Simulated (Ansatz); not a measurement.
Start from MoSi₂ (space group I4/mmm, No. 139; a = 3.202 Å, c = 7.819 Å). Axes: x, y, z lie along a, b, c of the conventional cell.

Structures relaxed with Kohn–Sham DFT with the r2SCAN functional, run in Ansatz (a program for electronic structure) with PAW and 500 eV plane waves, no spin-orbit coupling.

Base:

Simulated powder pattern, Cu Kα1, λ = 1.54056 Å (kinematic, ideal powder, no thermal factors, no anomalous dispersion; the 10 strongest lines at most, above 2 %, up to 2θ = 90°):

```tsv
2θ (°)	I/Imax (%)	hkl
22.73	32	(002)
30.14	60	(101)
39.78	71	(110)
44.80	100	(103)
46.30	19	(112)
57.52	23	(200)
66.31	12	(211)
75.73	41	(213)
85.76	7.6	(220)
86.01	15	(116)
```

After one change:

Simulated powder pattern, Cu Kα1, λ = 1.54056 Å (kinematic, ideal powder, no thermal factors, no anomalous dispersion; the 10 strongest lines at most, above 2 %, up to 2θ = 90°):

```json
[
 {"2θ (°)": "22.73", "I/Imax (%)": "48"},
 {"2θ (°)": "30.14", "I/Imax (%)": "46"},
 {"2θ (°)": "31.72", "I/Imax (%)": "41"},
 {"2θ (°)": "41.03", "I/Imax (%)": "100"},
 {"2θ (°)": "44.80", "I/Imax (%)": "77"},
 {"2θ (°)": "45.94", "I/Imax (%)": "71"},
 {"2θ (°)": "47.42", "I/Imax (%)": "27"},
 {"2θ (°)": "76.57", "I/Imax (%)": "31"},
 {"2θ (°)": "79.06", "I/Imax (%)": "28"},
 {"2θ (°)": "86.82", "I/Imax (%)": "23"}
]
```

**Question.** Name the change that was made.
A) strain tensor (xx, yy, zz, yz, xz, xy) = (+2.37, −0.91, +1.06, +0.19, −0.37, −0.94) %
B) uniaxial strain ε_xx = −5.61 %
C) biaxial strain −4.37 %, plane normal [001], relaxed out of plane
D) strain tensor (xx, yy, zz, yz, xz, xy) = (+1.79, −1.59, −0.41, −0.78, +0.91, −0.88) %

**Answer.** B, uniaxial strain ε_xx = −5.61 %. Its volume per atom is 12.61 Å³ against 13.36 Å³, and its space group is Immm (No. 71).

Whether these cells are dynamically stable was not tested. The final runs are not spin-polarised.
